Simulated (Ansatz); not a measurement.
Consider SnTe in the rock salt structure (space group Fm-3m, No. 225).

```xyz
2
Lattice="0.0000 3.2046 3.2046 3.2046 0.0000 3.2046 3.2046 3.2046 0.0000" Properties=species:S:1:pos:R:3 pbc="T T T"
Sn     0.0000     0.0000     0.0000
Te     3.2046     3.2046     3.2046
```

Calculations: DFT with PBE, PAW potentials and a 420 eV plane-wave cutoff in Ansatz (a program for electronic structure), without spin-orbit coupling.

Before the change:

| Item | Result |
|---|---|
| Pressure | 0.0 kbar |

The change: an isotropic linear strain of −1.50 %, atoms relaxed at fixed cell.

What does the calculation give for the energy relative to the base after the change?

The energy increases by 8.9 meV/atom.

Estimate the effect on the pressure.

The pressure goes from zero to 20.3 kbar.

No phonon test of stability was made.
